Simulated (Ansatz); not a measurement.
## A computed series for hypothetical Cmcm AlCrB: response to strain

Base system: AlCrB (space group Cmcm, No. 63; a = 2.9663 Å, b = 13.8345 Å, c = 2.9462 Å; non-magnetic; a hypothetical phase, not in the database extracts checked). Axes: x, y, z lie along a, b, c of the conventional cell.

Strains are applied to the cell and any free atomic positions relax; under stress the whole cell relaxes.

The values are results of Ansatz (a first-principles code) PBEsol, no spin-orbit coupling, not measurements.

Notes on the quantities. energy relative to the base: free energy F; pressure: mean of the normal stresses, compression positive.

```json
[
 {"case": "base", "energy relative to the base": "0 meV/atom", "largest internal atomic displacement": "–", "volume per atom": "10.08 Å³", "pressure": "0.0 GPa"},
 {"case": "isotropic strain −5.96 %", "energy relative to the base": "+0.247 eV/atom", "largest internal atomic displacement": "0.050 Å", "volume per atom": "8.38 Å³", "pressure": "54.7 GPa"},
 {"case": "uniaxial strain ε_yy = +2.40 %", "energy relative to the base": "+4.5 meV/atom", "largest internal atomic displacement": "0.028 Å", "volume per atom": "10.32 Å³", "pressure": "-3.8 GPa"},
 {"case": "uniaxial strain ε_zz = +4.89 %", "energy relative to the base": "+28 meV/atom", "largest internal atomic displacement": "0.016 Å", "volume per atom": "10.57 Å³", "pressure": "-9.3 GPa"},
 {"case": "uniaxial stress, 0.5 GPa tension along x", "energy relative to the base": "0.0 meV/atom", "largest internal atomic displacement": "–", "volume per atom": "10.08 Å³", "pressure": "–"}
]
```

Without a gap, meshes like the base's 12×12×12 leave anisotropic stresses uncertain by several tenths of a GPa, and small strain energies with them. Beyond what the load breaks, stability against distortions was not tested. Starting moments died away, wholly or in part, for the base; another magnetic solution may exist. The final runs are not spin-polarised.
